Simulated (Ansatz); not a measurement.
# Effect of S → Mo on ZnS

The parent structure is ZnS in the zinc blende structure (space group F-43m, No. 216; a = 5.389 Å).

Now apply this change: every S is replaced by Mo, then cell and atoms are relaxed.

The values are results of Kohn–Sham DFT with the r2SCAN functional, run in Ansatz (a first-principles code) with PAW and 500 eV plane waves, no SOC, not measurements. Settings: 15×15×15 k-points, 0.05 eV Fermi–Dirac smearing, for the changed cell.

```json
[
 {"quantity": "density", "base": "4.14 g/cm³", "changed": "6.30 g/cm³", "shift": "+2.16 g/cm³"},
 {"quantity": "space group", "base": "F-43m (No. 216)", "changed": "F-43m (No. 216)", "shift": "–"},
 {"quantity": "shortest interatomic distance", "base": "2.334 Å", "changed": "2.400 Å", "shift": "+0.066 Å"},
 {"quantity": "band gap", "base": "2.70 eV", "changed": "zero", "shift": "–"}
]
```

Whether these cells are dynamically stable was not tested. As relaxed here, ZnMo is a hypothetical phase, not in the database extracts checked. All final runs are without spin polarisation. ZnMo has a high density of states at the Fermi level and may be magnetic at this level.
